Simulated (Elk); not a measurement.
# Convergence series on HfIr3 (Pm-3m, 4 atoms in the cell)

```yaml
crystal:
  lattice:
    - [3.94503, 0.00000, 0.00000]
    - [0.00000, 3.94503, 0.00000]
    - [0.00000, 0.00000, 3.94503]
  atoms:
    - { symbol: Hf, position: [0.00000, 0.00000, 0.00000] }
    - { symbol: Ir, position: [0.00000, 0.50000, 0.50000] }
    - { symbol: Ir, position: [0.50000, 0.00000, 0.50000] }
    - { symbol: Ir, position: [0.50000, 0.50000, 0.00000] }
```

Computed with PBEsol, all-electron FP-LAPW, Elk's shipped species files, APW+lo basis with extra local orbitals in Elk 10.2.4.

The starting cell comes from a database of computed structures (which also holds hypothetical and non-ambient phases and stackings), without a prior relaxation at this level. Its lattice was rescaled by a random factor within 2.5 % of one. Spin polarisation is off. Values depend on the basis (sphere radii, cutoffs, local orbitals), which need not be converged.

Held fixed: xctype = 22; rgkmax = 7.5; stype = 1; swidth = 0.00367493 Ha; tforce = true; gmaxvr = 18 1/bohr; lmaxapw = 10; lmaxo = 8; nxlo = 2; lorbcnd = true; lradstp = 2; nrmtscf = 2; lmaxi = 4.

ΔE is the total energy (no entropy term) per atom less that of the last row (13 13 13).

The series runs over ngridk = 1 1 1; 2 2 2; 3 3 3; 4 4 4; 5 5 5; 6 6 6; 7 7 7; 8 8 8; 9 9 9; 11 11 11; 13 13 13.

Problem. From which setting on does the energy stay within 10 meV/atom of the last one?

Solution. From ngridk = 4 4 4 on; the one before it is off by 12 meV/atom.

```tsv
ngridk	ΔE (meV/atom)	k-points	basis size
1 1 1	2701.6	1	695
2 2 2	-95.0	4	698
3 3 3	-12.0	4	695
4 4 4	-3.6	10	699
5 5 5	-2.9	10	699
6 6 6	-0.14	20	698
7 7 7	0.46	20	698
8 8 8	3.6	35	699
9 9 9	-1.24	35	698
11 11 11	1.62	56	698
13 13 13	0.00	84	698
```
